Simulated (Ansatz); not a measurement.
## What uniaxial strain ε_zz = −2.50 % does to Ru

Start from Ru in the hcp (Mg type) structure (space group P6_3/mmc, No. 194; a = 2.704 Å, c = 4.263 Å; relaxed with 0.1 eV smearing). Axes: x lies along a and z along c of the hexagonal cell.

One thing is altered: the cell is compressed by 2.50 % along z with no lateral relaxation; the atoms relax in the strained cell.

Calculations: plane-wave PAW DFT at the r2SCAN level (Ansatz, a first-principles code, 500 eV), spin-orbit coupling left out. k-mesh 24×24×14 (Γ-centred); smearing 0.1 eV (Fermi–Dirac).

```json
[
 {"quantity": "volume per atom", "base": "13.50 Å³", "changed": "13.16 Å³", "shift": "-0.34 Å³"},
 {"quantity": "space group", "base": "P6_3/mmc (No. 194)", "changed": "P6_3/mmc (No. 194)", "shift": "–"},
 {"quantity": "shortest interatomic distance", "base": "2.642 Å", "changed": "2.599 Å", "shift": "-0.043 Å"},
 {"quantity": "energy relative to the base (free energy F)", "base": "0 meV/atom", "changed": "+19 meV/atom", "shift": "+19 meV/atom"},
 {"quantity": "band gap", "base": "zero", "changed": "zero", "shift": "–"},
 {"quantity": "stress (xx, yy, zz, yz, xz, xy; compression positive)", "base": "–", "changed": "(5.2, 5.2, 18.8, 0.0, 0.0, 0.0) GPa", "shift": "–"}
]
```

No phonon test of stability was made. The final runs are not spin-polarised.
